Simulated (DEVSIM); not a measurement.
Structure: abrupt Si p-n junction, at 300 K.

```
layer (left to right)  material  thickness (μm)  Nd (cm⁻³)  Na (cm⁻³)  τn (s)  τp (s)
---------------------  --------  --------------  ---------  ---------  ------  ------
1                            Si            15.0          -     8.7e17  3.6e-5  3.6e-5
2                            Si            5.00     2.3e16          -  3.6e-5  3.6e-5
```

Left contact: ohmic. Right contact: ohmic. Voltage is applied to the left contact. Recombination: SRH at mid-gap. Gap narrowing is on: ΔEg = 6.92 meV × (l + √(l² + 0.5)), l = ln(N/1.3e17 cm⁻³), shared equally by both band edges. Mobility is constant in doping. Where it depends on doping, it is μmin + (μ − μmin)/(1 + (N/Nref)^α).

The device is made up for the run: typed textbook-type constants, with dimensions and the other settings drawn at random. Values at 300 K; Nc and Nv go as T^1.5, mobilities as T to minus their exponent, the gap by Varshni's rule with the affinity fixed. The table also holds parameters that only a changed run uses.

| parameter | Si |
|---|---|
| gap (eV) | 1.124 |
| affinity (eV) | 4.05 |
| permittivity | 11.7 |
| Nc (cm⁻³) | 2.86e19 |
| Nv (cm⁻³) | 3.1e19 |
| μn (cm²/Vs) | 1417 |
| μp (cm²/Vs) | 470 |
| μn,min | 52 |
| μp,min | 45 |
| Nref,n | 9.7e16 |
| Nref,p | 2.2e17 |
| αn | 0.68 |
| αp | 0.72 |
| T exponent of μn | 2.3 |
| T exponent of μp | 2.2 |
| Cn (cm⁶/s) | 2.8e-31 |
| Cp (cm⁶/s) | 9.9e-32 |
| Varshni α (eV/K) | 0.000473 |
| Varshni β (K) | 636 |

Simulated with DEVSIM: 1D drift-diffusion, Boltzmann statistics, complete ionisation; no tunnelling, impact ionisation, image-force lowering or self-heating.

Base results: dark forward voltage at 100 A/cm² (V) 0.765; potential step across the device at zero bias (V) 0.833; dark forward voltage at 1 A/cm² (V) 0.634; largest field in the device at zero bias (V/cm) 79000.

Question: What follows from this one change: thickness of layer 1 15 → 3 μm?

Answer: dark forward voltage at 100 A/cm² 0.765 → 0.755 V; potential step across the device at zero bias little changed (0.833 V); dark forward voltage at 1 A/cm² 0.634 → 0.628 V; largest field in the device at zero bias little changed (79000 V/cm).

Question: What follows from this one change: temperature 300 → 450 K?

Answer: dark forward voltage at 100 A/cm² 0.765 → 0.523 V; potential step across the device at zero bias 0.833 → 0.605 V; dark forward voltage at 1 A/cm² 0.634 → 0.320 V; largest field in the device at zero bias little changed (76000 V/cm).

Question: What follows from this one change: doping Nd of layer 2 2.3e+16 → 6.9e+14 cm^-3?

Answer: dark forward voltage at 100 A/cm² 0.765 → 0.730 V; potential step across the device at zero bias 0.833 → 0.743 V; dark forward voltage at 1 A/cm² 0.634 → 0.549 V; largest field in the device at zero bias 79000 → 44000 V/cm.

Question: What follows from this one change: doping-dependent mobility in place of the constant one?

Answer: dark forward voltage at 100 A/cm² 0.765 → 0.778 V; potential step across the device at zero bias little changed (0.833 V); dark forward voltage at 1 A/cm² 0.634 → 0.640 V; largest field in the device at zero bias little changed (79000 V/cm).
